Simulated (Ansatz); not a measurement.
## Al3Pt2 (space group P-3m1, No. 164; a cell from a computed database, its experimental status unchecked)

```cif
data_Al3Pt2
_chemical_formula_sum 'Al3 Pt2'
_space_group_name_H-M_alt 'P 1'
_space_group_IT_number 1
_cell_length_a 4.20424
_cell_length_b 4.20424
_cell_length_c 5.18444
_cell_angle_alpha 90.000
_cell_angle_beta 90.000
_cell_angle_gamma 120.000
loop_
_space_group_symop_operation_xyz
  'x, y, z'
loop_
_atom_site_label
_atom_site_type_symbol
_atom_site_fract_x
_atom_site_fract_y
_atom_site_fract_z
_atom_site_occupancy
Al1 Al 0.00000 0.00000 0.00000 1
Al2 Al 0.33333 0.66667 0.64663 1
Al3 Al 0.66667 0.33333 0.35337 1
Pt1 Pt 0.33333 0.66667 0.16465 1
Pt2 Pt 0.66667 0.33333 0.83535 1
```

The values are results of DFT with PBEsol, PAW potentials and a 420 eV plane-wave cutoff in Ansatz (a program for electronic structure), spin-orbit coupling left out, not measurements. k-mesh 13×13×9 (Γ-centred); smearing 0.05 eV (Fermi–Dirac).

| Quantity | Result |
|---|---|
| Volume per atom | 15.87 Å³ |
| Density | 9.86 g/cm³ |
| Band gap | zero |
| Total energy | -5269.245 eV/atom (σ→0; compares only within this code and set-up) |

Whether these cells are dynamically stable was not tested. The final runs are not spin-polarised.
